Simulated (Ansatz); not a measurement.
Base system: ZnO in the wurtzite structure (space group P6_3mc, No. 186; a = 3.280 Å, c = 5.294 Å). Axes: x lies along a and z along c of the hexagonal cell.

Structures relaxed with plane-wave PAW DFT at the PBE level (Ansatz, a first-principles code, 420 eV), no spin-orbit coupling, earlier PAW set.

Base:

Simulated powder pattern, Cu Kα1, λ = 1.54056 Å (kinematic, ideal powder, no thermal factors, no anomalous dispersion; the 10 strongest lines at most, above 2 %, up to 2θ = 90°):

```json
[
 {"2θ (°)": "31.47", "I/Imax (%)": "51", "hkl": "(100)"},
 {"2θ (°)": "33.84", "I/Imax (%)": "39", "hkl": "(002)"},
 {"2θ (°)": "35.85", "I/Imax (%)": "100", "hkl": "(101)"},
 {"2θ (°)": "46.88", "I/Imax (%)": "23", "hkl": "(102)"},
 {"2θ (°)": "56.03", "I/Imax (%)": "35", "hkl": "(110)"},
 {"2θ (°)": "61.84", "I/Imax (%)": "34", "hkl": "(103)"},
 {"2θ (°)": "65.69", "I/Imax (%)": "5.1", "hkl": "(200)"},
 {"2θ (°)": "67.08", "I/Imax (%)": "29", "hkl": "(112)"},
 {"2θ (°)": "68.32", "I/Imax (%)": "15", "hkl": "(201)"},
 {"2θ (°)": "88.24", "I/Imax (%)": "12", "hkl": "(203)"}
]
```

Now apply this change: uniaxial strain ε_zz = +1.38 %, all other strain components held at zero, atoms relaxed at fixed cell.

After the change:

Simulated powder pattern, Cu Kα1, λ = 1.54056 Å (kinematic, ideal powder, no thermal factors, no anomalous dispersion; the 10 strongest lines at most, above 2 %, up to 2θ = 90°):

```
2θ (°)  d (Å)  I/Imax (%)    hkl
------  -----  ----------  -----
31.47   2.840          50  (100)
33.36   2.684          39  (002)
35.73   2.511         100  (101)
46.52   1.951          23  (102)
56.03   1.640          34  (110)
61.17   1.514          35  (103)
65.69   1.420         5.0  (200)
66.80   1.399          28  (112)
68.25   1.373          15  (201)
87.65   1.112          12  (203)
```

The indices refer to the base's conventional cell; one index is shown for lines that coincide.

Whether these cells are dynamically stable was not tested.
